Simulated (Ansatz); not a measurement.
Ti3O5, treated with r²SCAN (PAW; Ansatz, a program for electronic structure).

Run with plane-wave cutoff 600 eV, 12×12×6 k mesh (along the axes of the cell as run), Fermi–Dirac smearing 0.03 eV, no spin polarisation, scalar-relativistic PAW data made under PBE.

Starting structure:

```xyz
16
Lattice="4.8760 1.9010 0.0000 -4.8760 1.9010 0.0000 -0.3163 0.0000 9.4367" Properties=species:S:1:pos:R:3 pbc="T T T"
O      4.3677     1.9010     1.4910
O     -4.6840     1.9010     7.9457
O      3.4297     1.9010     4.1616
O     -3.7461     1.9010     5.2751
Ti    -4.4671     1.9010     3.4529
Ti     4.1507     1.9010     5.9838
O     -2.6033     1.9010     2.3120
O      2.2869     1.9010     7.1247
Ti     2.6325     1.9010     2.5187
Ti    -2.9488     1.9010     6.9180
Ti    -3.6417     1.9010     0.4152
Ti     3.3253     1.9010     9.0215
O      0.7490     1.9010     3.2557
O     -1.0654     1.9010     6.1810
O      1.6974     1.9010     0.5662
O     -2.0137     1.9010     8.8705
```

Q: Into what structure does the relaxation of cell and atoms lead at this level, with the symmetry of the start kept?

A: The volume falls by 1.2 %; final space group C2/m.
```xyz
16
Lattice="4.8624 1.9135 0.0332 -4.8624 1.9135 -0.0332 -0.2513 0.0000 9.2866" Properties=species:S:1:pos:R:3 pbc="T T T"
O      4.4092     1.9135     1.4525
O     -4.6604     1.9135     7.8342
O      3.4973     1.9135     4.1334
O     -3.7486     1.9135     5.1533
Ti    -4.4059     1.9135     3.3217
Ti     4.1547     1.9135     5.9649
O     -2.5662     1.9135     2.2444
O      2.3149     1.9135     7.0422
Ti     2.6546     1.9135     2.4632
Ti    -2.9059     1.9135     6.8234
Ti    -3.6011     1.9135     0.3894
Ti     3.3498     1.9135     8.8972
O      0.7711     1.9135     3.1686
O     -1.0224     1.9135     6.1181
O      1.6735     1.9135     0.5240
O     -1.9248     1.9135     8.7626
```

Note: the formula asks for a mixed valence, which symmetry can spread over equal sites; charge order can open a gap.
